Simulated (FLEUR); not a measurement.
Band structure of LaPb3 (Pm-3m, 4 atoms in the cell).

```
CELL_PARAMETERS angstrom
      4.92952     0.00000     0.00000
      0.00000     4.92952     0.00000
      0.00000     0.00000     4.92952
ATOMIC_POSITIONS crystal
  La 0.00000 0.00000 0.00000
  Pb 0.00000 0.50000 0.50000
  Pb 0.50000 0.00000 0.50000
  Pb 0.50000 0.50000 0.00000
```

Method: LDA (Perdew-Zunger), all-electron FLAPW (FLEUR), scalar-relativistic valence in FLEUR.

Settings: Kmax = 3.8 1/bohr; GmaxXC = 11.4 1/bohr; xcFunctional = pz; jspins = 1; l_soc = F; mode = hist; fermiSmearingEnergy = 0.00499791 Htr; mesh (inpgen div1-3) = 7 7 7; inpgen gamma flag = false; Gmax = 11.4 1/bohr; numbands = 0; maxIterBroyd = 40; imix = Anderson; alpha = 0.05.

The starting cell comes from a database of computed structures (which also holds hypothetical and non-ambient phases and stackings), without a prior relaxation at this level. Its lattice was rescaled by a random factor within 2.5 % of one. Spin-orbit coupling is off. Values depend on the basis (sphere radii, cutoffs, local orbitals), which need not be converged.

Levels in eV from the Fermi level, bands 23 to 30:
```tsv
point	23	24	25	26	27	28	29	30
Γ	-2.32	-2.32	-2.32	0.73	0.73	0.73	1.53	1.53
X	-2.33	-2.33	-1.67	-0.30	0.10	0.10	0.82	1.57
M	-3.87	-1.27	-1.27	-1.06	0.23	0.32	0.32	1.55
R	-4.26	-2.52	-2.52	-2.52	1.47	1.47	1.47	1.57
```
